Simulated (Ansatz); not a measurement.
Ansatz (an electronic-structure program) run on Ba3Sr (Fm-3m, 4 atoms in the cell): self-consistent single point.

Level of theory: PBEsol, PAW files made with PBE (plane waves; Ansatz).

The change in words: lattice scaled by 0.98. Reference geometry:
```
Ba3Sr
1.0
    0.00000     5.06997     5.06997
    5.06997     0.00000     5.06997
    5.06997     5.06997     0.00000
Ba Sr
3 1
Direct
  0.25000   0.25000   0.25000
  0.75000   0.75000   0.75000
  0.50000   0.50000   0.50000
  0.00000   0.00000   0.00000
```

Reference input (self-consistent single point, DFT, PBEsol, plane waves, PAW files made with PBE): kpoints.mp_grid.grid = 7 7 7; hamiltonian.xc = pbesol; hamiltonian.pseudopotentials = {kind: paw} (the program's default PAW files); scf.occupations.method = fermi_dirac; scf.occupations.width = 0.0073 Ry. This run's input differs from it in these lines:

```diff
@@ -2,5 +2,5 @@
   lattice:
-    - [0.000000, 5.069966, 5.069966]
-    - [5.069966, 0.000000, 5.069966]
-    - [5.069966, 5.069966, 0.000000]
+    - [0.000000, 4.968567, 4.968567]
+    - [4.968567, 0.000000, 4.968567]
+    - [4.968567, 4.968567, 0.000000]
   atoms:
```

The program printed (abridged):

```
SCF iter   1: F=—  HF=-21080.574056 eV  |F-HF|=—  |Δ(HF+E_count)|=         —  Δρ=5.47e-3  dr2=2.19e-1  ethr=3.10e-3  ⟨swp⟩=9.9  Hψ=5967  notcnv=0
all-band conjugate gradients solve this SCF's bands
automatic band count: the SCF goes on with 28 bands, as 24 were too few: the levels above may hold too much charge
preconditioner: auto → Kerker (q_TF=auto, 2.017 Å⁻¹)
SCF iter   2: F=—  HF=-21080.554825 eV  |F-HF|=—  |Δ(HF+E_count)|=   1.92e-2  Δρ=3.54e-3  dr2=1.12e-1  ethr=5.48e-4  ⟨swp⟩=2.0  Hψ=783  notcnv=0
   [... lines left out ...]
SCF iter   4: F=—  HF=-21080.532404 eV  |F-HF|=—  |Δ(HF+E_count)|=   3.88e-4  Δρ=1.39e-4  dr2=6.16e-5  ethr=4.12e-6  ⟨swp⟩=2.5  Hψ=1058  notcnv=0
SCF iter   5: F=—  HF=-21080.532328 eV  |F-HF|=—  |Δ(HF+E_count)|=   7.64e-5  Δρ=4.15e-5  dr2=5.77e-6  ethr=1.54e-7  ⟨swp⟩=2.1  Hψ=1023  notcnv=0
SCF iter   6: F=—  HF=-21080.532328 eV  |F-HF|=—  |Δ(HF+E_count)|=   8.40e-8  Δρ=9.51e-6  dr2=3.06e-7  ethr=1.44e-8  ⟨swp⟩=2.3  Hψ=947  notcnv=0
SCF iter   7: F=-21080.532328 eV  HF=-21080.532328 eV  |F-HF|=7.39e-9  |Δ(HF+E_count)|=   1.46e-8  Δρ=2.08e-6  dr2=2.40e-8  ethr=2.50e-10  ⟨swp⟩=9.6  Hψ=2844  notcnv=0
SCF 1 converged in 7 iterations: F = -21080.532328 eV  dr2 = 2.40e-8
Free energy (F): -21080.532328 eV
Internal energy: -21080.340648 eV  (E = F + TS)
E sigma→0 (E₀):  -21080.436488 eV
Entropy (-TS):   -0.191680 eV (-47.920 meV/atom)
Fermi energy:    5.527275 eV
--- Forces (eV/Å), atoms counted from 1 ---
  atom   1  Ba     0.00000000     0.00000000     0.00000000
   [... zero for the other atoms too ...]
--- Stress (GPa, compression-positive) ---
       -0.704125       0.000000      -0.000000
        0.000000      -0.704125      -0.000000
       -0.000000      -0.000000      -0.704125
  P = ⅓ Tr σ = -0.7041 GPa (-7.041 kbar)
  The stress holds the Pulay correction. Without it, at fixed plane waves, as pw.x and ABINIT print it: P = -0.7075 GPa
```

The run converged in 7 iterations. Against the reference run the free energy goes down by 22.1 meV/atom and the pressure goes from -1.13 to -0.70 GPa.

The starting cell comes from a database of computed structures (which also holds hypothetical and non-ambient phases and stackings), without a prior relaxation at this level. Its lattice was rescaled by a random factor within 2.5 % of one. For this run, on top of that: lattice scaled by 0.98. Ansatz's pressure includes its estimate of the finite-basis (Pulay) stress.

Keys are those of Ansatz 0.2.
